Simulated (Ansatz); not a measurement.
The starting structures come from a database of crystals and need not be the phases stable at ambient conditions.

 Where the default PAW files enter, the runs use the earlier of Ansatz's two default sets.

**Evanescent states of Rb₂GeF₆ (Fm-3m, not sure to be the ambient phase, 9 atoms a cell, 16.7 Å³ an atom) along the normal of (001)**

Method: r2SCAN (plane waves, PAW; Ansatz, a program for electronic structure).

The gap is the functional's own. No spin-orbit coupling. Mid-gap values are interpolated on the energy grid.

Energies count from the valence-band top; κ is the least over a 6×6 mesh across the current.

```tsv
E (eV)	κ (1/Å)	where
0.17	0.399	Γ
0.49	0.491	Γ
0.82	0.532	Γ
1.16	0.560	Γ
1.49	0.579	Γ
1.81	0.592	Γ
2.15	0.600	Γ
2.48	0.603	Γ
2.81	0.602	Γ
3.13	0.598	Γ
3.46	0.591	Γ
3.79	0.581	Γ
4.12	0.568	Γ
4.46	0.551	Γ
4.79	0.531	Γ
5.12	0.507	Γ
5.45	0.479	Γ
5.78	0.445	Γ
6.11	0.404	Γ
6.43	0.353	Γ
6.76	0.286	Γ
7.09	0.184	Γ
```

Q: How thick must the barrier be to attenuate the transmission by 10^6 when the electrodes' Fermi level lies at 4.79 eV, and what attenuation does that film give at 5.45 eV?

A: d = 6 ln 10 / (2 × 0.531) = 13.0 Å. At 5.45 eV it gives 6 × 0.479/0.531 = 5.4 decades.
